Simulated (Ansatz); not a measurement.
**GaAs under load (space group I-4m2): band-edge transport data**

Consider the following.

```yaml
crystal:
  lattice:
    - [0.00000, 2.78993, 2.86871]
    - [2.78993, 0.00000, 2.86871]
    - [2.78993, 2.78993, 0.00000]
  atoms:
    - { symbol: Ga, position: [0.00000, 0.00000, 0.00000] }
    - { symbol: As, position: [0.25000, 0.25000, 0.25000] }
```

Method: r2SCAN with spin-orbit coupling, rigid bands (plane waves, PAW; Ansatz, an electronic-structure program). Condition of this run: biaxial stress xx = yy = 2 GPa (compression positive) (the target of the relaxation). Cell: cell and atoms relaxed with r2SCAN, then loaded as said.

```
Quantity                                                                  Result
--------------------------------------------  ----------------------------------
band gap                                                                 0.94 eV
electron conductivity mass (300 K, dilute)    0.063 (x), 0.063 (y), 0.067 (z) mₑ
hole conductivity mass (300 K, dilute)           0.28 (x), 0.28 (y), 0.46 (z) mₑ
effective density of states N_c (300 K)                              3.8e17 cm⁻³
effective density of states N_v (300 K)                              3.6e18 cm⁻³
density-of-states mass, electrons                                       0.061 mₑ
density-of-states mass, holes                                            0.28 mₑ
Seebeck coefficient, n-type 1e19 cm⁻³, 300 K                            -68 μV/K
Seebeck coefficient, p-type 1e19 cm⁻³, 300 K                            214 μV/K
```

Rigid bands; masses and Seebeck coefficients take one relaxation time τ for all states and one kind of carrier; polarons and phonon drag are left out.
